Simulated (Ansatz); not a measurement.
The parent structure is BeS in the zinc blende structure (space group F-43m, No. 216; a = 4.8760 Å).

The change: cell and atoms relaxed at a pressure of 10 GPa.

Levels (all Ansatz, a first-principles code, PAW): PBE (420 eV, scalar-relativistic without spin-orbit coupling); r2SCAN (500 eV, no spin-orbit coupling); HSE06 (420 eV, spin-orbit coupling left out); PBE+SOC (420 eV, with spin-orbit coupling).

One geometry, relaxed with PBE, under each level:

Notes on the quantities. hole mass: degenerate bands, along [100].

The valence-band top lists the three highest levels at Γ (Kramers pairs under SOC), from the VBM.

```csv
level,band gap,lowest conduction level above the VBM at special points,valence-band top at Γ,electron mass,hole mass,pressure
PBE,2.93 eV,X 2.93 eV; U 4.26 eV; K 4.26 eV; Γ 5.61 eV,"0.00, 0.00, 0.00 eV","0.80 mₑ along k, 0.28 mₑ across (at X)","0.35, 0.51, 0.51 mₑ (at Γ)",10.00 GPa
r2SCAN,3.38 eV,X 3.38 eV; U 4.73 eV; K 4.73 eV; Γ 6.17 eV,–,"0.77 mₑ along k, 0.27 mₑ across (at X)","0.35, 0.51, 0.51 mₑ (at Γ)",9.85 GPa
HSE06,3.87 eV,X 3.87 eV; U 5.28 eV; K 5.28 eV; Γ 6.83 eV,–,–,–,–
PBE+SOC,2.90 eV,X 2.90 eV; U 4.22 eV; K 4.22 eV; Γ 5.57 eV,"0.00, 0.00, -0.10 eV","0.80 mₑ along k, 0.28 mₑ across (at X)","0.39, 0.51 mₑ (at Γ)",10.00 GPa
```

Single points use the geometry relaxed with PBE. Their cutoffs differ, which shifts pressures a little. The hybrid gap comes from the SCF mesh plus the semilocal run's edge points and a few special points and is an upper bound. Differences between runs with and without spin-orbit coupling are approximate. Load acts through the strain it causes; cell and atoms are relaxed under it. Masses are band curvatures over ±0.01 Å⁻¹ around the edge. Along k means along the line from Γ to the band edge. Stability against distortions was not tested. Competing high-pressure phases were not computed.
